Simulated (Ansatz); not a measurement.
Results of PBEsol+SOC (Ansatz, a quantum-chemistry and plane-wave program, PAW) for rock-salt LaTe.

Input file:

Ansatz 0.2 input:
```yaml
crystal:
  lattice:
    - [0.0, 3.2372028386, 3.2372028386]
    - [3.2372028386, 0.0, 3.2372028386]
    - [3.2372028386, 3.2372028386, 0.0]
  atoms:
    - { symbol: La, position: [0.0, 0.0, 0.0] }
    - { symbol: Te, position: [0.5, 0.5, 0.5] }
basis:
  ecutwfc: 520
  ecutrho_ratio: 4
  xc_grid: 2
kpoints:
  mp_grid: { grid: [16, 16, 16] }
hamiltonian:
  xc: pbesol
  dispersion: none
  pseudopotentials: { kind: paw }
scf:
  occupations: { method: fermi_dirac, width: 0.05 }
  convergence: { dr2_threshold: 0.0000000002 }
output:
  forces: true
  stress: true
  eigenvalues: true
magnetization:
  noncollinear: true
  spin_orbit: true
```

Output (set-up and result lines):

```
Crystal: 2 atoms, lattice volume = 67.848 Å³
Basis set: ecut = 520 eV, 1837 PW (Γ), exchange–correlation on 72×72×72 points (8 copies of the dense FFT grid, shifted against one another)
Bands: 36, of which v1, the nominal top of the filled ones, is band 27 counted from 1 (26 counted from 0)
Symmetry: 48 space group operations + 48 with time reversal
k-points: 145 of 4096
Initial density: superposition of atomic densities (chi_scale 0.1, normalization cell, long waves kept (reshape's long-wave potential 0.00 eV rms))
Functional: x = pbesol(κ = 0.804, μ = 0.12345679012345678), c = pbesol(β = 0.046)
spin=Noncollinear: Kerker preconditioning applied to the charge; magnetization (m_x, m_y, m_z) channels mix plain (no charge-response kernel on spin).
SCF 1 converged in 10 iterations: F = -13073.841584 eV  dr2 = 4.49e-11
SCF converged after 10 iterations
Free energy (F): -13073.841584 eV
Internal energy: -13073.829865 eV  (E = F + TS)
E sigma→0 (E₀):  -13073.835724 eV
Fermi energy:    11.160340 eV
--- Forces (eV/Å), atoms counted from 1 ---
  atom   1  La    -0.00000000     0.00000000     0.00000000
  atom   2  Te     0.00000000     0.00000000    -0.00000000
--- Stress (GPa, compression-positive) ---
       -2.211181      -0.000000       0.000000
       -0.000000      -2.211181       0.000000
       -0.000000       0.000000      -2.211181
  P = ⅓ Tr σ = -2.2112 GPa (-22.112 kbar)
```

The cell is one volume of an energy–volume scan, off the minimum.

The PAW data were made under PBE.
